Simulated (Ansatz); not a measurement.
The parent structure is TiSi2 (space group Cmcm, No. 63; a = 3.527 Å, b = 13.517 Å, c = 3.565 Å). Axes: x, y, z lie along a, b, c of the conventional cell.

The values are results of r2SCAN (Ansatz, a first-principles code), no spin-orbit coupling, not measurements.

Strains are applied to the cell and any free atomic positions relax; under biaxial strain the out-of-plane vector relaxes too.

One change was made to it. Results:

```csv
quantity,base,after
"pressure (mean of the normal stresses, compression positive)",0.0 GPa,0.5 GPa
band gap,zero,zero
```

Question: Which of these changes matches the shifts?
A. biaxial strain −2.91 %, plane normal [001], relaxed out of plane
B. biaxial strain +1.24 %, plane normal [001], relaxed out of plane
C. uniaxial strain ε_yy = −0.46 %

Answer: C, uniaxial strain ε_yy = −0.46 %. For comparison, the pressure in the other runs: biaxial strain −2.91 %, plane normal [001], relaxed out of plane gives 5.8 GPa; biaxial strain +1.24 %, plane normal [001], relaxed out of plane gives -2.1 GPa.

Without a gap, meshes like the base's 14×14×13 leave anisotropic stresses uncertain by several tenths of a GPa, and small strain energies with them. No phonon test of stability was made. All final runs are without spin polarisation.
